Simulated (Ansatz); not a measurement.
HfO2 (Pnma, No. 62, 12 atoms in the cell; start mp-741; a measured phase of this formula has another space group), treated with LDA in Ansatz (PAW).

Numerical settings: plane-wave cutoff 520 eV, 6×10×6 k mesh (along the axes of the cell as run), Fermi–Dirac smearing 0.01 eV, scalar-relativistic PAW data made under PBE.

Cell (relaxed at this level):

```cif
data_Hf4O8
_chemical_formula_sum 'Hf4 O8'
_space_group_name_H-M_alt 'Pnma'
_space_group_IT_number 62
_space_group_name_Hall '-P 2ac 2n'
_cell_length_a 5.48515
_cell_length_b 3.25576
_cell_length_c 6.39721
_cell_angle_alpha 90.000
_cell_angle_beta 90.000
_cell_angle_gamma 90.000
loop_
_atom_site_label
_atom_site_type_symbol
_atom_site_symmetry_multiplicity
_atom_site_Wyckoff_symbol
_atom_site_fract_x
_atom_site_fract_y
_atom_site_fract_z
_atom_site_occupancy
Hf1 Hf 4 c 0.25429 0.25000 0.38671 1
O1 O 4 c 0.02496 0.25000 0.66141 1
O2 O 4 c 0.14069 0.25000 0.07347 1
```

Q: What does this level give for the band gap?

A: 
- band gap: 3.24 eV (on the SCF k mesh)

Note: the relaxation could not lower the start's symmetry, so the cell can be a saddle point above a distorted one.

Spin–orbit coupling is not included.

Computed values are for the static lattice.

Cost on a shared machine: about 10 core-minutes (a rough figure).

A start named mp-… is a Materials Project structure, which need not be a measured phase.

Ansatz is an electronic-structure program.
